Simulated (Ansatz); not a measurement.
MgSe, response to strain

The parent structure is MgSe in the rock salt structure (space group Fm-3m, No. 225; a = 5.450 Å).

Strains are applied to the cell and any free atomic positions relax.

Computed with Ansatz (a quantum-chemistry and plane-wave program), PBEsol, PAW, cutoff 420 eV, no SOC.

```tsv
change	band gap	shortest interatomic distance	smallest direct gap
base	1.78 eV	2.725 Å	2.50 eV
isotropic strain −2.50 %	1.89 eV	2.657 Å	3.04 eV
isotropic strain −1.00 %	1.82 eV	2.698 Å	2.71 eV
isotropic strain −0.50 %	1.80 eV	2.711 Å	2.61 eV
isotropic strain +0.50 %	1.75 eV	2.738 Å	2.41 eV
isotropic strain +1.00 %	1.73 eV	2.752 Å	2.31 eV
isotropic strain +1.50 %	1.71 eV	2.766 Å	2.22 eV
isotropic strain +2.00 %	1.68 eV	2.779 Å	2.13 eV
isotropic strain +2.50 %	1.66 eV	2.793 Å	2.04 eV
isotropic strain +3.00 %	1.64 eV	2.807 Å	1.96 eV
```

Stability against distortions was not tested.
